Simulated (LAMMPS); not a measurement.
W (bcc) at 3880 K and zero pressure, started from the crystal, with several potentials, in cells of their own sizes.

Models:
- EAM-type W_zhou.eam.alloy: classical MD, pair style eam/alloy, file W_zhou.eam.alloy (LAMMPS); Zhou et al, Acta Mater, 49, 4005 (2001)
- MEAM WL.meam: classical MD, pair style meam, file WL.meam (LAMMPS); Lee, Baskes, Kim, Cho. Phys. Rev. B, 64, 184102 (2001)
- MEAM library.meam-W: classical MD, pair style meam, file library.meam (library.meam-W) (LAMMPS); Baskes, Phys Rev B, 46, 2727-2742 (1992)

```
potential                                                state                  volume  first peak of g(r)       coordination number  mean phonon frequency  rough cost (ms per atom and simulated ps)
-------------------------  -----------------------------------  ----------------------  ------------------  ------------------------  ---------------------  -----------------------------------------
EAM-type W_zhou.eam.alloy  crystal; no diffusion seen in 30 ps  16.927 ± 0.002 Å³/atom  2.80 Å, height 2.9  14.0 (counted to 3.90 Å)                4.3 THz                                    3 to 10
MEAM WL.meam               crystal; no diffusion seen in 30 ps  16.811 ± 0.002 Å³/atom  2.80 Å, height 2.8  13.9 (counted to 3.86 Å)                3.9 THz                                    3 to 10
MEAM library.meam-W                                     liquid    19.89 ± 0.02 Å³/atom  2.66 Å, height 2.5  7.73 (counted to 3.34 Å)                4.5 THz                                    3 to 10
```

Costs are rough: whole-run CPU time with set-up and analysis, from shared machines, in bands a factor of about three wide.

Caution (rows EAM-type W_zhou.eam.alloy; MEAM WL.meam): this crystal lies over the measured melting point of 3695 K, so it is superheated or the potential melts high.

Caution: a run this short can hold a crystal over, or a liquid under, the potential's own melting point, which these runs don't give.

Caution (row MEAM library.meam-W): enthalpy drifts during the constant-pressure average: a transition or slow ageing; fluctuation values are void.

Caution: the potential MEAM library.meam-W is a first-neighbour MEAM set with a 4 Å cutoff, used here without a parameter file and away from the static properties it was fitted to.

States go by the mean squared displacement: a species diffuses where it passes 1.5 Å², still rises and gives D over 1e-6 cm²/s; a crystal has left its structure where atoms lie 0.35 Å off their sites on average or a cubic box changes its shape by 3 %, or the axial ratios of another lie 8 % off the starting cell's, which the potential's own relaxation can also do.

Uncertainties are statistical and leave out the potential's own error.
